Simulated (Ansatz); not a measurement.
The parent structure is AlN in the wurtzite structure (space group P6_3mc, No. 186; a = 3.1066 Å, c = 4.9780 Å).

Method: Ansatz (an electronic-structure program) r2SCAN, no spin-orbit coupling, earlier PAW set.

One change was made to it. Results:

| quantity | base | after |
|---|---|---|
| valence-band top at Γ (three highest levels, from the VBM) | 0.00, -0.22, -0.22 eV | 0.00, -0.39, -0.39 eV |
| gap character | direct at Γ | indirect, Γ → K |
| shortest interatomic distance | 1.888 Å | 1.817 Å |

Which change produced these results?
A) pressure 15 GPa
B) pressure 0.9 GPa
C) pressure 30 GPa

C, pressure 30 GPa. For comparison, the valence-band top at Γ in the other runs: pressure 0.9 GPa gives 0.00, -0.23, -0.23 eV; pressure 15 GPa gives 0.00, -0.30, -0.30 eV.

Load acts through the strain it causes; cell and atoms are relaxed under it. Stability against distortions was not tested. Measured, AlN leaves this structure (for rock salt) near 14 GPa (temperature not stated; as listed in Datta, Sujoy, Jana, Debnarayan, arXiv (2020)), on rising pressure, with hysteresis.
